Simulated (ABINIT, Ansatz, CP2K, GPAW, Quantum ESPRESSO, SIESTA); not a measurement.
**Code comparison for NiSi2 (Fm-3m, 3 atoms in the cell)**

Self-consistent single point.

```
NiSi2
1.0
    0.00000     2.70500     2.70500
    2.70500     0.00000     2.70500
    2.70500     2.70500     0.00000
Si Ni
2 1
Direct
  0.25000   0.25000   0.25000
  0.75000   0.75000   0.75000
  0.00000   0.00000   0.00000
```

All programs got the same cell, k-point mesh and kind of occupations (in Ansatz's words: kpoints.mp_grid.grid = 11 11 11; scf.occupations.method = fermi_dirac; scf.occupations.width = 0.136 eV); potentials, basis and cutoffs are each program's usual ones.

```tsv
code	model	pressure (GPa)	k-points	cutoff
Ansatz	PBE, default PAW files	2.98	56	default
GPAW	PBE, GPAW PAW datasets PBE (gpaw-data 1.0.1)	4.26	56	800 eV
ABINIT	PBE, norm-conserving pseudopotentials (PseudoDojo nc-sr-05 PBE standard)	3.08	56	1333 eV
SIESTA	GGA PBE, numerical atomic orbitals DZP, PseudoDojo PBE standard norm-conserving potentials (rewritten from UPF to PSML)	1.59	666	grid 400 Ry
CP2K	PBE, GPW, DZVP-MOLOPT-SR-GTH basis, GTH-PBE potentials (GTH_POTENTIALS)	3.19	666	grid 600 Ry
Quantum ESPRESSO	PBE, SSSP 1.1.2 efficiency (PBE) pseudopotentials	3.30	56	50 Ry
```

The spread over the programs that give each value: pressure within 2.67 GPa.

The starting cell has typed, rounded lattice constants, without a prior relaxation at this level. On Ansatz's run: Spin polarisation is off. In the base run, with a pressure of about 3 GPa the cell is away from its equilibrium volume at this level.

Question: Why do the programs differ, and what cannot be compared?

Answer: Differences of this kind can come from the potentials, where these differ, and from what each basis and cutoff leave unconverged. The valence holds different numbers of electrons (Ansatz (a quantum-chemistry and plane-wave program) 26, GPAW 24, ABINIT 26, SIESTA 26, CP2K 26, Quantum ESPRESSO 26). The zero of total energies and Fermi levels follows the potentials and each program's conventions, so they are not compared here. SIESTA and CP2K use small atom-centred bases, whose incompleteness enters pressures, forces and empty levels differently from a plane-wave cutoff. Ansatz's pressure is given at a fixed set of plane waves, as the other plane-wave codes print theirs; with its correction for the finite basis it is 3.02 GPa. The programs reduce the same mesh by symmetry to different extents, which changes the work and not the result. In the pressure, GPAW (by 1.07) and SIESTA (by 1.60) lie more than 1 GPa from the median of the plane-wave programs.

Left out of this page: Elk and FLEUR (not drawn, or without a comparable value).

Keys are those of Ansatz 0.2.
